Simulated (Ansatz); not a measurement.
The parent structure is MgSe in the rock salt structure (space group Fm-3m, No. 225; a = 5.4496 Å). Axes: x, y, z lie along the cube axes.

The values are results of Ansatz (a program for electronic structure), PBEsol, PAW, cutoff 420 eV, no spin-orbit coupling, not measurements.

Before the change:

Smallest direct gap: 2.50 eV
Band gap: 1.78 eV

The change: the cell is compressed by 1.50 % along z with no lateral relaxation, atoms relaxed at fixed cell.

### Question
How does this affect the smallest direct gap, band gap and stress?

### Answer
The smallest direct gap goes up by 0.08 eV to 2.58 eV; the band gap shrinks by 0.05 eV, from 1.78 eV to 1.73 eV; the stress (xx, yy, zz, yz, xz, xy; compression positive) is (0.53, 0.53, 2.08, 0.00, 0.00, 0.00) GPa.

The cells carry an imposed strain or load. Stability against distortions was not tested.
